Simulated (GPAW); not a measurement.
Input and output of a self-consistent single point for NiPtF₆ (R-3, 8 atoms in the cell) (GPAW).

Method of the run: LDA (Perdew-Wang 92), GPAW PAW datasets LDA (gpaw-data 1.0.1) (plane waves; GPAW).

```
NiPtF6
1.0
    2.45105     1.41511     4.54170
   -2.45105     1.41511     4.54170
    0.00000    -2.83022     4.54170
Ni Pt F
1 1 6
Direct
  0.00000   0.00000   0.00000
  0.50000   0.50000   0.50000
  0.90388   0.25259   0.59311
  0.09612   0.74741   0.40689
  0.59311   0.90388   0.25259
  0.40689   0.09612   0.74741
  0.25259   0.59311   0.90388
  0.74741   0.40689   0.09612
```
Moments meant for the start (each program seeds them in its own way; μB, in the order of the atoms Ni Pt F F F F F F): 2.0 0.0 0.0 0.0 0.0 0.0 0.0 0.0.

Reference input (self-consistent single point, DFT PBEsol, plane waves, GPAW PAW datasets PBEsol (made by gpaw-setup)): spinpol = true; mode = pw; ecut = 900 eV; xc = PBEsol; kpts = 4 4 4; mesh shift (steps) = 0 0 0; occupations.name = fermi-dirac; occupations.width = 0.02 eV; nbands = -4; convergence.density = 1e-05 e/electron; convergence.bands = -2; symmetry.symmorphic = false. This run's input differs from it in these lines:

```diff
@@ -22,3 +22,3 @@
             mode=PW(900),
-            xc='PBEsol',
+            xc='LDA',
             kpts={'size': (4, 4, 4), 'gamma': True},
```

Its files differ too (potentials: GPAW PAW datasets LDA (gpaw-data 1.0.1)).

Output, abridged:

```
     iter     time        total  log10-change:  magmom
                         energy   eigst   dens
iter:   1 --:--:--   -50.656086   +0.22           +2.0002
iter:   2 --:--:--   -45.339143   -0.71  -1.23    +1.0436
iter:   3 --:--:--   -43.842000   -1.03  -1.35    +1.4971
iter:   4 --:--:--   -42.533713   -0.48  -1.43    +1.9872
iter:   5 --:--:--   -42.705268   -1.28  -1.63    +1.9774
iter:   6 --:--:--   -43.092187   -1.62  -1.68    +1.9958
iter:   7 --:--:--   -42.534138   -1.15  -1.95    +1.9903
iter:   8 --:--:--   -42.101639   -2.15  -2.13    +1.9972
iter:   9 --:--:--   -42.084322   -2.81  -2.47    +1.9987
   [... lines left out ...]
iter:  13 --:--:--   -42.086562c  -2.98  -2.70    +2.0000
iter:  14 --:--:--   -42.081268c  -4.24  -3.01    +2.0000
   [... 7 lines left out ...]
iter:  22 --:--:--   -42.075697c  -5.99  -3.94    +2.0000
iter:  23 --:--:--   -42.075690c  -6.97  -4.17    +2.0000
iter:  24 --:--:--   -42.075681c  -6.03  -4.26    +2.0000
iter:  25 --:--:--   -42.075680c  -7.25  -4.59    +2.0000
iter:  26 --:--:--   -42.075680c  -8.38c -4.61    +2.0000
iter:  27 --:--:--   -42.075680c  -7.53c -4.67    +2.0000
iter:  28 --:--:--   -42.075679c  -7.42c -4.90    +2.0000
iter:  29 --:--:--   -42.075679c  -8.69c -5.32c   +2.0000
Converged after 29 iterations.

Dipole moment: (-0.000000, -0.000003, 0.000000) |e|*Ang

Total magnetic moment: (0.000000, 0.000000, 2.000000)
Local magnetic moments:
   0 Ni ( 0.000000,  0.000000,  1.598755)
   1 Pt ( 0.000000,  0.000000,  0.065647)
   2 F  ( 0.000000,  0.000000,  0.047259)
   3 F  ( 0.000000,  0.000000,  0.047259)
   4 F  ( 0.000000,  0.000000,  0.047259)
   5 F  ( 0.000000,  0.000000,  0.047259)
   6 F  ( 0.000000,  0.000000,  0.047259)
   7 F  ( 0.000000,  0.000000,  0.047259)

Energy contributions relative to reference atoms: (reference = -557591.097492)

Kinetic:        +26.622352
Potential:      -26.332579
External:        +0.000000
XC:             -41.531718
Entropy (-ST):   -0.000000
Local:           -0.833735
SIC:             +0.000000
--------------------------
Free energy:    -42.075679
   [... lines left out ...]
Fermi level: 2.67232
Gap: 0.729 eV
Direct gap: 0.826 eV
   [... lines left out ...]
  2 F    -0.33268   -0.18381   -0.15693
  3 F     0.33268    0.18381    0.15693
  4 F     0.32552   -0.19620   -0.15693
  5 F    -0.32552    0.19620    0.15693
  6 F     0.00715    0.38001   -0.15693
  7 F    -0.00715   -0.38001    0.15693

Stress tensor:
     0.060147    -0.000000     0.000000
     0.000000     0.060147     0.000000
     0.000000     0.000000     0.060222
Stress (GPa, Voigt): [ 9.6365  9.6365  9.6487  0.      0.     -0.    ]
```

The run converged in 29 iterations. GPAW prints stress with tension positive. Against the reference run the largest force goes from 0.184 to 0.411 eV/Å, the gap on the mesh goes from 0.962 to 0.729 eV and the size of the net moment stays at 0.25 μB/atom.

At such cutoffs GPAW's stress carries a finite-basis (Pulay) error, which enters relaxed cells too; its log prints stress with tension positive.

The starting cell comes from a database of computed structures (which also holds hypothetical and non-ambient phases and stackings), without a prior relaxation at this level. Spin-orbit coupling is off. With one magnetic atom in the cell only a parallel order is possible.

Cost on one core of a shared machine: roughly 3 min.
